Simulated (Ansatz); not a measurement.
Cost against accuracy: kpoints.mp_grid.grid for Si2Ag (I4/mmm, 3 atoms in the cell)

```xyz
3
Lattice="-1.6105 1.6105 3.9418 1.6105 -1.6105 3.9418 1.6105 1.6105 -3.9418" Properties=species:S:1:pos:R:3 pbc="T T T"
Ag     0.0000     0.0000     0.0000
Si     0.0000     0.0000     2.6434
Si     0.0000     0.0000     5.2402
```

Method of the run: PBE (plane waves, PAW; Ansatz, a program for electronic structure).

Base settings: basis.ecutwfc = 420 eV; kpoints.mp_grid.grid = 10 10 10; kpoints.mp_grid.shift = 0.5 0.5 0.5; hamiltonian.xc = pbe; hamiltonian.pseudopotentials = {kind: paw} (the program's default PAW files); scf.occupations.method = methfessel_paxton; scf.occupations.width = 0.1 eV.

Misses are taken against the tightest run, 35 35 35, which need not be fully converged itself. The energy is the free energy per atom.

The count of work is k-points × plane waves × bands × iterations; it is no time, and leaves out set-up, grids and terms that scale otherwise. 

The starting cell was generated: these elements placed on a structure prototype, without a prior relaxation; it need not be a known phase or ordering of this composition. Its lattice was rescaled by a random factor within 2.5 % of one. In the base run, with a pressure of about 31 GPa the cell is away from its equilibrium volume at this level. In the base run, forces exceed 1 eV/Å. Ansatz's pressure includes its estimate of the finite-basis (Pulay) stress.

The runs (kpoints.mp_grid.grid): 1 1 1 | 3 3 3 | 4 4 4 | 6 6 6 | 7 7 7 | 8 8 8 | 10 10 10 | 12 12 12 | 14 14 14 | 16 16 16 | 19 19 19 | 23 23 23 | 28 28 28 | 35 35 35.

**Question.** Which is the coarsest setting among those run that, with all tighter ones, holds the energy within 20 meV/atom of the reference, and what does it save?

**Answer.** 6 6 6, off by 15 meV/atom; it needs 0.0091 of the reference's count of work.

**Question.** Which is the coarsest setting among those run that, with all tighter ones, holds the energy within 10 meV/atom of the reference, and what does it save?

**Answer.** 7 7 7, off by 7.7 meV/atom; it needs 0.013 of the reference's count of work.

**Question.** What does the step from 4 4 4 to 8 8 8 buy?

**Answer.** It takes the miss in the energy from 32 to 2.9 meV/atom, for 4.2 times the count of work.

```
kpoints.mp_grid.grid  energy less reference (meV/atom)  pressure less reference (GPa)  largest difference in the force on any atom (eV/Å)  count of work / reference
--------------------  --------------------------------  -----------------------------  --------------------------------------------------  -------------------------
1 1 1                                          1114.54                           7.99                                               1.974                    0.00043
3 3 3                                           151.11                           1.87                                               0.968                     0.0019
4 4 4                                           -32.11                          -0.30                                               0.221                     0.0036
6 6 6                                           -14.76                          -0.03                                               0.070                     0.0091
7 7 7                                            -7.67                          -0.11                                               0.115                      0.013
8 8 8                                             2.93                          -0.42                                               0.067                      0.015
10 10 10                                         -2.39                           0.07                                               0.021                      0.032
12 12 12                                          0.95                          -0.03                                               0.048                      0.052
14 14 14                                         -0.13                           0.00                                               0.002                      0.078
16 16 16                                          0.36                          -0.01                                               0.002                       0.11
19 19 19                                         -0.20                           0.04                                               0.010                       0.18
23 23 23                                         -0.09                           0.00                                               0.002                       0.30
28 28 28                                          0.00                           0.01                                               0.010                       0.53
35 35 35                                          0.00                           0.00                                               0.000                        1.0
```

Keys are those of Ansatz 0.2.
